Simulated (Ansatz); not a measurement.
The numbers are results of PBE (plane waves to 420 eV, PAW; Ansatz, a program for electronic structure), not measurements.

Electrostatic potential energy of an electron, averaged over planes parallel to the surface, in eV from the Fermi level, for a constructed model of the (0001) surface of hcp Ti, (√3x√3)R30° layer of I, one a cell, on the site that continues the host's stacking (bottom of the slab: a bare face, its two planes held):

```csv
z (Å),V (eV)
3.67,4.42
3.95,4.41
4.24,4.41
4.52,4.40
4.80,4.39
5.08,4.36
5.37,4.30
5.65,4.20
5.93,4.00
6.21,3.64
6.50,3.00
6.78,1.88
7.06,-0.06
7.34,-3.85
7.63,-8.86
7.91,-12.17
8.19,-12.80
8.47,-10.72
8.75,-6.27
9.04,-1.68
9.32,-0.30
9.60,-2.28
9.88,-7.09
10.17,-11.18
10.45,-12.71
10.73,-11.46
11.01,-7.57
11.30,-2.69
11.58,-0.37
11.86,-1.27
12.14,-5.49
12.43,-10.12
12.71,-12.49
12.99,-12.14
13.27,-9.11
13.56,-4.28
13.84,-0.91
14.12,-0.99
14.40,-4.53
14.69,-9.33
14.97,-12.23
15.25,-12.44
15.53,-9.95
15.81,-5.25
16.10,-1.14
16.38,-0.35
16.66,-2.72
16.94,-7.57
17.23,-11.43
17.51,-12.66
17.79,-11.14
18.07,-7.14
18.36,-2.59
18.64,-1.03
18.92,-3.35
19.20,-8.09
19.49,-11.69
19.77,-12.82
20.05,-11.37
20.33,-7.42
20.62,-2.74
20.90,-0.44
21.18,-0.36
21.46,-0.81
21.75,-0.50
22.03,-0.07
22.31,-0.22
22.59,-0.13
22.88,1.08
23.16,2.60
23.44,3.32
23.72,3.62
24.00,3.75
24.29,3.81
24.57,3.83
24.85,3.84
25.13,3.85
25.42,3.85
25.70,3.85
25.98,3.85
26.26,3.85
```

Set-up: 19 atoms, 14.2 Å thick at the start; mesh 9x9x1; 0.1 eV smearing; dipole correction on; 6 atoms held, the rest relaxed; start symmetry kept, larger cells not searched; no spin, no spin-orbit, no U. It is one candidate, not shown to be the stable structure of the face.

### Question
The surface cell has an area of 22.44 Å². What dipole along the normal does the step between the two vacuum levels imply?

### Answer
the top vacuum level lies 0.57 eV below the bottom one; p = −ε₀ A ΔV (ε₀ = 0.005526 e/(V·Å)) gives 0.07 e·Å a cell.
